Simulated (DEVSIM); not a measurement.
## abrupt Ge p-n junction

Device: abrupt Ge p-n junction, at 300 K.

```csv
layer (left to right),material,thickness (μm),Nd (cm⁻³),Na (cm⁻³),τn (s),τp (s)
1,Ge,4.90,-,8.2e17,3.6e-6,3.6e-6
2,Ge,130,3.1e15,-,3.6e-6,3.6e-6
```

Left contact: ohmic. Right contact: ohmic. Voltage is applied to the left contact. Recombination: SRH at mid-gap, radiative. Mobility is μmin + (μ − μmin)/(1 + (N/Nref)^α).

This is a model device: material constants are rounded textbook-type values typed into the input, and sizes, dopings and lifetimes were drawn at random. Values at 300 K.

```csv
parameter,Ge
gap (eV),0.664
affinity (eV),4
permittivity,16
Nc (cm⁻³),1.04e19
Nv (cm⁻³),6e18
μn (cm²/Vs),3900
μp (cm²/Vs),1900
"μn,min",150
"μp,min",100
"Nref,n",2.6e17
"Nref,p",4e17
αn,0.56
αp,0.6
B (cm³/s),6.4e-14
```

Simulated with DEVSIM: 1D drift-diffusion, Boltzmann statistics, complete ionisation; no tunnelling, impact ionisation, image-force lowering or self-heating.

The potential step across the device at zero bias comes out as 0.403 V. The largest field in the device at zero bias is 44000 V/cm. The dark forward voltage at 1 A/cm² comes out as 0.242 V and the dark forward voltage at 100 A/cm² is 0.447 V.

Dark reverse current:

```json
[
 {"V (V)": "-0.40", "J (A/cm²)": "-0.00013"},
 {"V (V)": "-1.00", "J (A/cm²)": "-0.00014"},
 {"V (V)": "-2.00", "J (A/cm²)": "-0.00015"},
 {"V (V)": "-3.00", "J (A/cm²)": "-0.00017"},
 {"V (V)": "-4.00", "J (A/cm²)": "-0.00018"},
 {"V (V)": "-6.00", "J (A/cm²)": "-0.00019"},
 {"V (V)": "-8.00", "J (A/cm²)": "-0.00020"},
 {"V (V)": "-10.00", "J (A/cm²)": "-0.00022"}
]
```

Dark forward current:

```csv
V (V),J (A/cm²)
0.05,0.00068
0.10,0.0053
0.15,0.037
0.20,0.24
0.25,1.3
0.30,5.4
0.35,18
0.40,47
0.45,110
0.50,200
0.55,340
0.60,510
0.65,740
0.70,1000
0.75,1300
0.80,1700
0.85,2100
```
